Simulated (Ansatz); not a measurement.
## Several settings converged on ScSi (Cm, 4 atoms in the cell)

```
ScSi
1.0
    1.98697    -4.92872     0.00000
    1.98697     4.92872     0.00000
    0.00000     0.00000     3.64911
Sc Si
2 2
Cartesian
  1.98697   3.55647   0.96228
  1.98697  -3.55647   2.73683
  1.98697   0.79412   0.91228
  1.98697  -0.79412   2.73683
```

Base method: LDA (PW92), default PAW files made with PBE (plane waves; Ansatz, a program for electronic structure).

Base settings: basis.ecutwfc = 420 eV; kpoints.mp_grid.grid = 9 9 9; hamiltonian.xc = lda; hamiltonian.pseudopotentials = {kind: paw} (the program's default PAW files); scf.occupations.method = fermi_dirac; scf.occupations.width = 0.1 eV.

The count of work is k-points × plane waves × bands × iterations; it is no time. Core times come from one kind of shared machine, to one figure; runs under 30 s give none.

**The k-point mesh at a smearing width of 0.02 eV**

In this ladder: scf.occupations.width = 0.02 eV.

Only quantities that move along the ladder and can be compared are tabulated.

```tsv
kpoints.mp_grid.grid	free energy less the last step's (meV/atom)	pressure (GPa)	largest difference of a force vector from the last step's (eV/Å)	count of work / last	core time / last (rough)
3 3 3	9.40	-4.25	0.184	0.0062	–
4 4 4	-4.80	-4.15	0.112	0.015	–
5 5 5	1.07	-4.11	0.041	0.024	–
6 6 6	5.63	-4.08	0.054	0.049	–
7 7 7	2.58	-4.11	0.016	0.072	–
10 10 10	-0.78	-4.16	0.006	0.20	0.2
14 14 15	0.13	-4.16	0.009	0.57	0.6
17 17 18	0.00	-4.15	0.000	1.0	1
```

Coarsest kpoints.mp_grid.grid that holds the pressure within 0.05 GPa of the last step, with all finer ones: 7 7 7, at 0.072 of the last step's count of work; the step before is off by 0.07 GPa.

Coarsest kpoints.mp_grid.grid that holds the free energy within 0.5 meV/atom of the last step, with all finer ones: 14 14 15; the step before is off by 0.78 meV/atom.

Coarsest kpoints.mp_grid.grid that holds the forces within 0.02 eV/Å of the last step, with all finer ones: 7 7 7, at 0.072 of the last step's count of work; the step before is off by 0.054 eV/Å.

**The width of Fermi-Dirac smearing**

In this ladder: kpoints.mp_grid.grid = 15 15 15.

Narrow widths need finer meshes than wide ones, so the last steps can hold mesh noise.

Only quantities that move along the ladder and can be compared are tabulated; pressure and forces are left out, as mesh noise rules them at narrow widths.

```tsv
scf.occupations.width	free energy less the last step's (meV/atom)	energy extrapolated to zero width less the last step's (meV/atom)	core time / last (rough)
1 eV	-956.98	41.44	2
0.5 eV	-218.27	6.11	1.0
0.3 eV	-71.93	0.05	0.9
0.1 eV	0.00	0.00	1
```

Widest scf.occupations.width that holds the free energy within 5 meV/atom: not settled: the last two steps still differ by 72 meV/atom, over half the tolerance, so the ladder does not show it.

Widest scf.occupations.width that holds the energy extrapolated to zero width within 0.5 meV/atom of the last step, with all finer ones: 0.3 eV; the step before is off by 6.1 meV/atom.

The extrapolation to zero width removes most of the smearing's effect on the energy.

**The mesh under tetrahedron occupations**

In this ladder: scf.occupations.method = tetrahedron; scf.occupations.width = default.

Only quantities that move along the ladder and can be compared are tabulated.

```tsv
kpoints.mp_grid.grid	free energy less the last step's (meV/atom)	largest difference of a force vector from the last step's (eV/Å)	count of work / last
4 4 4	-0.48	0.116	0.019
5 5 5	2.64	0.053	0.030
6 6 6	2.87	0.039	0.052
7 7 7	0.53	0.011	0.077
9 9 9	-0.49	0.003	0.16
14 14 14	0.19	0.003	0.57
17 17 17	0.00	0.000	1.0
```

Coarsest kpoints.mp_grid.grid that holds the free energy within 2 meV/atom of the last step, with all finer ones: 7 7 7, at 0.077 of the last step's count of work; the step before is off by 2.9 meV/atom.

Coarsest kpoints.mp_grid.grid that holds the forces within 0.01 eV/Å of the last step, with all finer ones: 9 9 9, at 0.16 of the last step's count of work; the step before is off by 0.011 eV/Å.

Two neighbours can agree and both be off: 5 5 5 and 6 6 6 differ by 0.23 meV/atom in the free energy, yet lie about 2.9 meV/atom from the last step.

On the base run: the starting cell comes from a database of computed structures (which also holds hypothetical and non-ambient phases and stackings), without a prior relaxation at this level. Its lattice was rescaled by up to half a per cent. One atom was moved a little off its site on purpose. In the base run, with a pressure of about -4 GPa the cell is away from its equilibrium volume at this level. Ansatz's pressure includes its estimate of the finite-basis (Pulay) stress.

Left out of this page: 2 runs of the series outside the window shown, repeating another row's setting, or not comparable.

Keys are those of Ansatz 0.2.
